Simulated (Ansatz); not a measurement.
Pb (Fm-3m), PBEsol, DFPT electron-phonon coupling, linearised Boltzmann equation (Ansatz, a first-principles code): λ = 1.079, ħω_log = 5.4 meV.

Question: Evaluate Tc = (ω_log/1.2) exp[−1.04(1+λ)/(λ − μ*(1+0.62λ))] at μ* = 0.12 and set it beside the Eliashberg results.

Answer: ω_log = 63 K and the exponent is −2.46, so Tc ≈ 4.46 K. With Allen and Dynes's correction factors the run gives 4.76 K; the anisotropic Eliashberg equations give Tc 4.8 K (μ* referred to 6.1 meV).

A metal at this level (no band gap). The phonons are harmonic. Spin-orbit coupling is left out, which matters with elements this heavy. The self-energy correction of the phonons between q points moved λ by 3 %. The run warned that the eigensolver left some states short of its tolerance. Halving the electron mesh (28x28x28) moves the coupling by up to 1 %, Tc by up to 1 %. Smearing 0.20 eV; phonons on a 5x5x5 q mesh, which this run doesn't test.
